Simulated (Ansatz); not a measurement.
Given:

End structure of a constructed model of the (111)B surface of 3C silicon carbide (in the relaxation 3 C–C bonds formed), C-terminated, (√3x√3)R30° C adatom at T4 (bottom of the slab: 3 H on 3 bottom sites):

```xyz
28
Lattice="4.6457 2.6822 0.0000 -4.6457 2.6822 0.0000 0.0000 0.0000 27.5000" Properties=species:S:1:pos:R:3 pbc="T T T"
Si    -1.5486     0.8941     9.7118
Si     1.5486     0.8941     9.7118
Si     0.0000     3.5763     9.7118
C     -3.0971     1.7881    10.3440
C      0.0000     1.7881    10.3440
C      3.0971     1.7881    10.3440
Si    -3.0913     1.7848    12.2388
Si    -0.0058     1.7848    12.2388
Si     3.0971     1.7948    12.2388
C      0.0217    -0.0125    12.8703
C     -1.5486     2.7072    12.8703
C      1.5269     2.6697    12.8703
Si     0.0521    -0.0301    14.7736
Si    -1.5486     2.7423    14.7736
Si     1.4965     2.6521    14.7736
C     -1.5486     0.8941    15.1366
C      1.5486     0.8941    15.5222
C      0.0000     3.5763    15.5222
Si    -1.5486     0.8941    16.8960
Si     1.5486     0.8941    17.5721
Si     0.0000     3.5763    17.5721
C     -2.8613     1.6519    18.0057
C     -0.2359     1.6519    18.0057
C      3.0971     2.0605    18.0057
H     -1.5486     0.8941     8.2110
H      1.5486     0.8941     8.2120
H      0.0000     3.5763     8.2120
C     -1.5486     0.8941    18.7700
```

Model: 28-atom slab, 11.0 Å thick at the start with caps and adatoms (thin: gaps and levels are the slab's own), 6x6x1 mesh, Fermi-Dirac 0.025 eV, dipole correction, single point; on the structure that PBE left under its start's symmetry; spin-polarised, ending with about 1.0 μB a cell; orders that need a larger cell were not tried, no spin-orbit, no U. The program's check for a lower electronic state was not made. In PBE it is, or lies within 0.01 eV a 1x1 cell of, the lowest of the 2 structures of its composition computed so far; subsurface sites and larger cells were not tried.

Predict the gap of the slab on its k-mesh from r2SCAN, at the PBE geometry and the start's symmetry in Ansatz (a quantum-chemistry and plane-wave program).

1.34 eV

What is the computed highest filled level below the top vacuum level (r2SCAN, at the PBE geometry and the start's symmetry)?

5.68 eV
